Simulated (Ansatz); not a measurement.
The reference is KF in the rock salt structure (space group Fm-3m, No. 225; a = 5.307 Å).

One thing is altered: an isotropic linear strain of −2.50 %; the atoms relax in the strained cell.

Calculations: DFT with PBEsol, PAW potentials and a 420 eV plane-wave cutoff in Ansatz (a program for electronic structure), spin-orbit coupling left out.

Base, band edges from the VBM (valence, conduction): X -0.05, 8.13; W -0.16, 9.71; L -0.37, 9.07; Γ 0.00, 6.15; K -0.19, 8.91; U -0.19, 8.91 eV.

Give the band edges at the high-symmetry points of the new zone, measured from its valence-band maximum.


```
point  valence edge (eV)  conduction edge (eV)
-----  -----------------  --------------------
Γ                   0.00                  6.56
X                  -0.03                  8.16
U                  -0.14                  9.05
K                  -0.14                  9.05
L                  -0.45                  9.37
W                  -0.12                  9.95
```

The gap is 6.56 eV, direct at Γ.

Gaps are Kohn–Sham eigenvalue differences; semilocal functionals usually give less than the measured gap. No phonon test of stability was made.
